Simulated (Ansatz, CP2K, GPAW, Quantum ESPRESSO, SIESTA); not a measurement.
Code comparison for HfBe2 (P1, 3 atoms in the cell)

Self-consistent single point, at a second geometry (atoms moved at random). First geometry:

```
HfBe2
1.0
    3.77950     0.00000     0.00000
   -1.88975     3.27314     0.00000
    0.00000     0.00000     3.16996
Hf Be
1 2
Direct
  0.00000   0.00000   0.00000
  0.33333   0.66667   0.50000
  0.66667   0.33333   0.50000
```

Second geometry:
```
CELL_PARAMETERS angstrom
      3.77950     0.00000     0.00000
     -1.88975     3.27314     0.00000
      0.00000     0.00000     3.16996
ATOMIC_POSITIONS crystal
  Hf 0.00177 0.98999 0.01795
  Be 0.33102 0.66462 0.49963
  Be 0.66721 0.34539 0.48242
```

Shared settings, as Ansatz (a program for electronic structure) writes them: kpoints.mp_grid.grid = 10 10 10; scf.occupations.method = gaussian; scf.occupations.width = 0.05 eV. Potentials and cutoffs stand in the table.

```
code                                                                                                                                 model  ΔF from the first geometry (meV/atom)  pressure (GPa)  largest force (eV/Å)       cutoff
----------------  ------------------------------------------------------------------------------------------------------------------------  -------------------------------------  --------------  --------------------  -----------
SIESTA            LDA PW92, numerical atomic orbitals DZP, PseudoDojo LDA standard norm-conserving potentials (rewritten from UPF to PSML)                                   17.8           -8.47                 0.808  grid 400 Ry
Quantum ESPRESSO                                                                       LDA (PZ), GBRV 1.5 ultrasoft (LDA) pseudopotentials                                   17.7           -5.90                 0.796        40 Ry
Ansatz                                                                                                 LDA (PW92), PAW files made with PBE                                   17.5           -5.68                 0.784      default
CP2K                                                  LDA (Pade form), GPW, DZVP-MOLOPT-SR-GTH basis, GTH-PADE potentials (GTH_POTENTIALS)                                   16.9           -8.39                 0.771  grid 600 Ry
GPAW                                                                         LDA (Perdew-Wang 92), GPAW PAW datasets LDA (gpaw-data 1.0.1)                                   17.7           -5.00                 0.792       800 eV
```

Size of the force on each atom (eV/Å): Sizes of forces hide their directions.

```tsv
code	Hf1	Be2	Be3
SIESTA	0.808	0.149	0.743
Quantum ESPRESSO	0.796	0.154	0.718
Ansatz	0.784	0.153	0.709
CP2K	0.771	0.153	0.693
GPAW	0.792	0.154	0.718
```

On Ansatz's run: spin-orbit coupling is off.

The spread over the programs that give each value: ΔF from the first geometry within 0.9 meV/atom; pressure within 3.47 GPa; largest force within 0.037 eV/Å.

SIESTA and CP2K use small atom-centred bases, whose incompleteness enters pressures, forces and empty levels differently from a plane-wave cutoff. Ansatz's pressure is given at a fixed set of plane waves, as the other plane-wave codes print theirs. The same LDA comes in different parametrisations, which differ slightly. In the pressure, SIESTA (by 2.79) and CP2K (by 2.71) lie more than 1 GPa from the median of the plane-wave programs.

The starting cell comes from a database of computed structures (which also holds hypothetical and non-ambient phases and stackings), without a prior relaxation at this level. For this run, on top of that: atoms moved at random.

Keys are those of Ansatz 0.2.
